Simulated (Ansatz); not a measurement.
Take Mo in the simple cubic structure (space group Pm-3m, No. 221; a = 2.601 Å; a hypothetical phase, not in the database extracts checked; relaxed with 0.1 eV smearing) as the base. Axes: x, y, z lie along the cube axes.

All numbers come from PBE (Ansatz, an electronic-structure program; PAW; 420 eV plane waves; no spin-orbit coupling).

One thing is altered: the cell is compressed by 1.88 % along y with no lateral relaxation, atoms relaxed at fixed cell.

Question: Predict the stress tensor and what it implies for the stiffness.

Answer: Stress of the strained cell less that of the base (GPa, compression positive):
```
    1.7     0.0     0.0
    0.0     8.3     0.0
    0.0     0.0     1.7
```

Then −Δσ_ii/ε with ε = -0.0188 gives secant stiffness values (nonlinear terms included at this strain): C22 ≈ 439 GPa, C12 ≈ 89 GPa and C23 ≈ 89 GPa.

As a check, the harmonic strain energy −½ V₀ Δσ:ε is 8.5 meV/atom; the computed energy rise is 8.3 meV/atom.

No phonon test of stability was made. All final runs are without spin polarisation.
